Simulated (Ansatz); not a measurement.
## A computed series for ZnS: response to strain

The reference is ZnS in the zinc blende structure (space group F-43m, No. 216; a = 5.3566 Å). Axes: x, y, z lie along the cube axes.

Strains are applied to the cell and any free atomic positions relax; under biaxial strain the out-of-plane vector relaxes too.

All numbers come from PBEsol in Ansatz (plane waves to 420 eV, PAW, no SOC).

Notes on the quantities. in-plane stress: mean in-plane stress (compression positive).

| variant | in-plane stress | band gap | ratio −ε⊥/ε∥ | shortest interatomic distance |
|---|---|---|---|---|
| base | – | 2.09 eV | – | 2.319 Å |
| biaxial strain −2.50 %, plane normal [111], relaxed out of plane | +4.2 GPa | 2.10 eV | 0.67 | 2.291 Å |
| biaxial strain −1.25 %, plane normal [111], relaxed out of plane | +2.1 GPa | 2.11 eV | 0.66 | 2.304 Å |
| biaxial strain −0.83 %, plane normal [111], relaxed out of plane | +1.3 GPa | 2.10 eV | 0.65 | 2.309 Å |
| biaxial strain −0.42 %, plane normal [111], relaxed out of plane | +0.7 GPa | 2.10 eV | – | 2.314 Å |
| biaxial strain +0.42 %, plane normal [111], relaxed out of plane | -0.7 GPa | 2.04 eV | – | 2.321 Å |
| biaxial strain +1.25 %, plane normal [111], relaxed out of plane | (withheld) | (withheld) | 0.64 | (withheld) |
| biaxial strain +1.67 %, plane normal [111], relaxed out of plane | -2.6 GPa | 1.89 eV | 0.64 | 2.325 Å |
| biaxial strain +2.08 %, plane normal [111], relaxed out of plane | -3.1 GPa | 1.84 eV | 0.63 | 2.325 Å |
| biaxial strain +2.50 %, plane normal [111], relaxed out of plane | -3.7 GPa | 1.79 eV | 0.63 | 2.326 Å |

Q: Complete the table.

A: 
- biaxial strain +1.25 %, plane normal [111], relaxed out of plane, in-plane stress: -1.9 GPa
- biaxial strain +1.25 %, plane normal [111], relaxed out of plane, band gap: 1.94 eV
- biaxial strain +1.25 %, plane normal [111], relaxed out of plane, shortest interatomic distance: 2.324 Å

Whether these cells are dynamically stable was not tested.

Ansatz is a quantum-chemistry and plane-wave program.
